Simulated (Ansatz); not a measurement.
## MoRuP, response to strain

Take MoRuP (space group Pnma, No. 62; a = 5.968 Å, b = 3.853 Å, c = 6.918 Å; a cell from a computed database, its experimental status unchecked) as the base. Axes: x, y, z lie along a, b, c of the conventional cell.

Strains are applied to the cell and any free atomic positions relax; under biaxial strain the out-of-plane vector relaxes too; under stress the whole cell relaxes.

Method: Ansatz (a first-principles code), PBEsol, PAW, cutoff 420 eV, no spin-orbit coupling.

Notes on the quantities. pressure: mean of the normal stresses, compression positive; energy relative to the base: free energy F.

```tsv
case	pressure	energy relative to the base	shortest interatomic distance
base	0.0 GPa	0 meV/atom	2.285 Å
biaxial strain −0.27 %, plane normal [001], relaxed out of plane	0.9 GPa	–	2.286 Å
isotropic strain +1.82 %	-13.9 GPa	+34 meV/atom	2.325 Å
isotropic strain +5.09 %	-30.3 GPa	+0.233 eV/atom	2.386 Å
uniaxial stress, 2 GPa compression along x	–	+0.7 meV/atom	2.285 Å
```

Without a gap, meshes like the base's 7×10×6 leave anisotropic stresses uncertain by several tenths of a GPa, and small strain energies with them. Stability under load was not tested beyond the relaxation. The final runs are not spin-polarised. MoRuP has a high density of states at the Fermi level and may be magnetic at this level.
